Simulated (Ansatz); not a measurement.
**Fermi-surface data of ScAl₃ (I4/mmm)**

Input:

```xyz
4
Lattice="-1.9946 1.9946 4.3748 1.9946 -1.9946 4.3748 1.9946 1.9946 -4.3748" Properties=species:S:1:pos:R:3 pbc="T T T"
Sc     0.0000     0.0000     0.0000
Al     0.0000     1.9946     2.1874
Al     1.9946     0.0000     2.1874
Al     0.0000     0.0000     4.3748
```

Level of theory: PBEsol, rigid bands (plane waves, PAW, scalar-relativistic; Ansatz, a quantum-chemistry and plane-wave program). How the cell was made: cell and atoms relaxed with PBEsol.

```
Property                                                                  Value
------------------------------------  -----------------------------------------
density of states at the Fermi level          2.08 states/(eV·cell), both spins
bare Sommerfeld coefficient                           1.22 mJ/(mol of atoms·K²)
Drude plasma energy                                5.6 (x), 5.6 (y), 6.5 (z) eV
root-mean-square Fermi velocity                                       6.7e5 m/s
resistivity times τ                   15.6 (x), 15.6 (y), 11.5 (z) ×10⁻²² Ω·m·s
```

A metal at this level (no band gap); rigid bands, thermally averaged at 300 K, both spins. Spin-orbit coupling is left out. τ is one relaxation time for all states.

Computed structure with no diffraction record at hand here (it may be known, metastable or hypothetical): ScAl3 (I4/mmm).
